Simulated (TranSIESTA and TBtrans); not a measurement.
Ge chain with one N atom inserted

Junction: Ge chain with one N atom inserted. Leads: straight Ge chain, spacing 2.544 Å. Geometry: 3 atoms about the centre moved by SIESTA (PBE, DZP) to a largest force of 0.02 eV/Å, all others as built, motion along the axis alone.

Method: TranSIESTA and TBtrans, PBE, SZP numerical orbitals (energy shift 0.15 eV), PseudoDojo norm-conserving scalar-relativistic potentials, mesh cutoff 200 Ry, 300 K, spin-polarised (collinear), no spin-orbit coupling; self-consistent non-equilibrium Green functions.

| Item | Result |
|---|---|
| Conductance at 300 K (G0 = 2e²/h) | 1.86 |
| Thermopower (μV/K) | -2.7 |
| Mean T from −0.5 to 0.5 eV | 1.78 |

Energies count from the leads' Fermi level. Transmissions are for each spin. The energy step is 0.01 eV; narrower resonances are cut or missed.

| E (eV) | T up | T down | lead channels up | down |
|---|---|---|---|---|
| -1.95 | 0.34 | 0.34 | 1 | 1 |
| -1.80 | 0.35 | 0.35 | 1 | 1 |
| -1.65 | 0.36 | 0.36 | 1 | 1 |
| -1.50 | 0.37 | 0.37 | 1 | 1 |
| -1.35 | 0.37 | 0.37 | 1 | 1 |
| -1.20 | 0.37 | 0.37 | 1 | 1 |
| -1.05 | 0.38 | 0.38 | 1 | 1 |
| -0.90 | 0.38 | 0.38 | 1 | 1 |
| -0.75 | 0.56 | 0.56 | 3 | 3 |
| -0.60 | 0.94 | 0.92 | 3 | 3 |
| -0.45 | 1.29 | 1.27 | 3 | 3 |
| -0.30 | 1.55 | 1.54 | 3 | 3 |
| -0.15 | 1.73 | 1.74 | 3 | 3 |
| 0.00 | 1.85 | 1.87 | 3 | 3 |
| 0.15 | 1.94 | 1.96 | 3 | 3 |
| 0.30 | 2.00 | 2.02 | 3 | 3 |
| 0.45 | 2.06 | 2.07 | 3 | 3 |
| 0.60 | 2.11 | 2.11 | 3 | 3 |
| 0.75 | 2.16 | 2.16 | 3 | 3 |
| 0.90 | 2.20 | 2.20 | 3 | 3 |
| 1.05 | 2.24 | 2.24 | 3 | 3 |
| 1.20 | 2.27 | 2.27 | 3 | 3 |
| 1.35 | 2.30 | 2.30 | 3 | 3 |
| 1.50 | 2.32 | 2.32 | 3 | 3 |
| 1.65 | 2.33 | 2.33 | 3 | 3 |
| 1.80 | 2.34 | 2.34 | 3 | 3 |
| 1.95 | 2.35 | 2.35 | 3 | 3 |

Moments were seeded on the central atoms alone, and one start was tried. The straight chain is held at its spacing; free chains may zigzag or dimerise.
